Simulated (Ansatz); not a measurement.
System: CsGeBr₃ (Pm-3m, No. 221, 5 atoms in the cell; start mp-570223; high-temperature phase). Method: PBEsol (Ansatz, a quantum-chemistry and plane-wave program, plane waves, PAW).

Settings: plane-wave cutoff 520 eV, 6×6×6 k mesh, Fermi–Dirac smearing 0.01 eV, scalar-relativistic PAW data made under PBE.

Cell (relaxed at this level):

```xyz
5
Lattice="5.4738 0.0000 0.0000 0.0000 5.4738 0.0000 0.0000 0.0000 5.4738" Properties=species:S:1:pos:R:3 pbc="T T T"
Cs     0.0000     0.0000     0.0000
Ge     2.7369     2.7369     2.7369
Br     2.7369     2.7369     0.0000
Br     0.0000     2.7369     2.7369
Br     2.7369     0.0000     2.7369
```

Question: What does this level give for the band gap, Γ–Γ gap and bulk modulus?

Answer: 
band gap: 0.34 eV (on the SCF k mesh)
Γ–Γ gap: 5.31 eV
bulk modulus: 26.9 GPa

Note: the relaxation could not lower the start's symmetry, so the cell can be a saddle point above a distorted one; the bulk modulus is −V dP/dV from two relaxed cells at ±2 % in volume.

Spin–orbit coupling is not included.

The result took around 18 core-seconds (rough).

A start named mp-… is a Materials Project structure, which need not be a measured phase.
